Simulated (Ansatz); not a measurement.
Base system: Pt in the fcc (Cu type) structure (space group Fm-3m, No. 225; relaxed with 0.1 eV smearing).

```
CELL_PARAMETERS angstrom
      0.00000     1.94769     1.94769
      1.94769     0.00000     1.94769
      1.94769     1.94769     0.00000
ATOMIC_POSITIONS crystal
  Pt 0.00000 0.00000 0.00000
```

Computed with LDA/PAW in Ansatz (an electronic-structure program), no spin-orbit coupling.

Strains are applied to the cell and any free atomic positions relax.

One change was made to it. Results:

The energy increases by 55 meV/atom; the pressure goes from zero to 21.7 GPa.

Problem. Name the change that was made.
(A) isotropic strain −1.50 %
(B) isotropic strain +0.50 %
(C) isotropic strain +2.00 %
(D) isotropic strain −0.50 %
(E) isotropic strain −2.00 %

Solution. E, isotropic strain −2.00 %. For comparison, the energy relative to the base in the other runs: isotropic strain −1.50 % gives +30 meV/atom; isotropic strain +2.00 % gives +47 meV/atom; isotropic strain +0.50 % gives +3.1 meV/atom; isotropic strain −0.50 % gives +3.2 meV/atom.

Whether these cells are dynamically stable was not tested. All final runs are without spin polarisation. Pt lies near a magnetic instability that expansion can trigger; it was not tested.
